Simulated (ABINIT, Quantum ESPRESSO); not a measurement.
A Quantum ESPRESSO input for a self-consistent single point of BaTe (Fm-3m, 2 atoms in the cell) (DFT, PBE, plane waves, PSlibrary ultrasoft (PBE) pseudopotentials):

```fortran
&control
 calculation = 'scf'
 prefix = 'pwscf'
 outdir = './out'
 pseudo_dir = './'
 tprnfor = .true.
 tstress = .true.
/
&system
 ibrav = 0
 nat = 2
 ntyp = 2
 ecutwfc = 45
 ecutrho = 270
 occupations = 'smearing'
 smearing = 'fermi-dirac'
 degauss = 0.0036749
/
&electrons
 conv_thr = 1.0d-10
/
ATOMIC_SPECIES
Ba   137.3270  Ba.pbe-spn-rrkjus_psl.1.0.0.UPF
Te   127.6000  Te.pbe-n-rrkjus_psl.1.0.0.UPF
ATOMIC_POSITIONS angstrom
Ba    0.0000000000    0.0000000000    0.0000000000
Te    3.4665770000    3.4665770000    3.4665770000
K_POINTS automatic
6 6 6  0 0 0
CELL_PARAMETERS bohr
   0.0000000000     6.5508811199     6.5508811199
   6.5508811199     0.0000000000     6.5508811199
   6.5508811199     6.5508811199     0.0000000000
```

Task: Translate this input to ABINIT.

Result: One input that does it (others would too):

```
# BaTe, PseudoDojo nc-sr-05 PBE standard
pp_dirpath "./"
pseudos "Ba.upf, Te.upf"
acell 3*1.0 Angstrom
rprim
        -0.0000000000    3.4665770000    3.4665770000
         3.4665770000   -0.0000000000    3.4665770000
         3.4665770000    3.4665770000   -0.0000000000
natom 2
ntypat 2
znucl 56 52
typat 1 2
xred
         0.0000000000    0.0000000000    0.0000000000
         0.5000000000    0.5000000000    0.5000000000
ecut 82 Ry
ixc 11
occopt 3
tsmear 0.00183747
nband 18
kptopt 1
ngkpt 6 6 6
nshiftk 1
shiftk 0 0 0
nstep 100
toldfe 1.0e-09
prtwf 0
prtden 0
enunit 2
```

Basis, cutoffs, solver keys and any potentials are the target program's own. This input uses DFT, PBE, plane waves, norm-conserving pseudopotentials (PseudoDojo nc-sr-05 PBE standard). Both were run: pressure 2.03 GPa in Quantum ESPRESSO and 1.78 in ABINIT; gap on the mesh 1.469 eV in Quantum ESPRESSO and 1.543 in ABINIT.

On Quantum ESPRESSO: the starting cell comes from a database of computed structures (which also holds hypothetical and non-ambient phases and stackings), without a prior relaxation at this level. Its lattice was rescaled by a random factor within 2.5 % of one. Spin-orbit coupling is off.

On ABINIT: the starting cell comes from a database of computed structures (which also holds hypothetical and non-ambient phases and stackings), without a prior relaxation at this level. Its lattice was rescaled by a random factor within 2.5 % of one. Spin-orbit coupling is off.
